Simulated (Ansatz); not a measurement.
The starting structures come from a database of crystals and need not be the phases stable at ambient conditions.

Evanescent states of Mg2FeH6 (Fm-3m, not sure to be the ambient phase, 9 atoms a cell, 7.1 Å³ an atom) along the normal of (110)

These are r2SCAN (plane waves, PAW; Ansatz, a program for electronic structure) values and carry that method's errors.

The gap is the functional's own. No spin-orbit coupling. Mid-gap values are interpolated on the energy grid.

Energies count from the valence-band top; κ is the least over a 8×6 mesh across the current.

| E (eV) | κ (1/Å) | where |
|---|---|---|
| 0.07 | 0.280 | off Γ |
| 0.20 | 0.456 | off Γ |
| 0.33 | 0.484 | off Γ |
| 0.46 | 0.461 | off Γ |
| 0.58 | 0.446 | off Γ |
| 0.71 | 0.436 | off Γ |
| 0.84 | 0.425 | off Γ |
| 0.97 | 0.416 | off Γ |
| 1.10 | 0.408 | off Γ |
| 1.24 | 0.400 | off Γ |
| 1.36 | 0.393 | off Γ |
| 1.50 | 0.381 | off Γ |
| 1.62 | 0.360 | Γ |
| 1.75 | 0.332 | Γ |
| 1.89 | 0.303 | Γ |
| 2.02 | 0.270 | Γ |
| 2.15 | 0.232 | Γ |
| 2.27 | 0.185 | Γ |
| 2.40 | 0.114 | Γ |

### Question
How thick must the barrier be to attenuate the transmission by 10^8 when the electrodes' Fermi level lies at 0.46 eV, and what attenuation does that film give at 0.07 eV?

### Answer
d = 8 ln 10 / (2 × 0.461) = 20.0 Å. At 0.07 eV it gives 8 × 0.280/0.461 = 4.9 decades.
